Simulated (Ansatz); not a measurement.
# BP: response to strain

Consider BP in the zinc blende structure (space group F-43m, No. 216; a = 4.537 Å). Axes: x, y, z lie along the cube axes.

Strains are applied to the cell and any free atomic positions relax.

Levels (all Ansatz, an electronic-structure program, PAW): r2SCAN (500 eV, spin-orbit coupling left out); HSE06 (420 eV, scalar-relativistic without spin-orbit coupling).

Band gaps by level, all at the geometries relaxed with r2SCAN:

```
case                             r2SCAN    HSE06
------------------------------  -------  -------
base                            1.41 eV  1.96 eV
isotropic strain −4.73 %        1.18 eV  1.73 eV
isotropic strain +2.52 %        1.51 eV  2.06 eV
uniaxial strain ε_xx = −2.66 %  0.94 eV  1.50 eV
uniaxial strain ε_xx = −0.44 %  1.33 eV  1.88 eV
tensor shear ε_xy = −1.46 %     1.19 eV  1.74 eV
```

Single points use the geometry relaxed with r2SCAN. HSE06 was sampled on its mesh, a few special points and the semilocal edge points, so its gap is an upper bound. Stability against distortions was not tested.
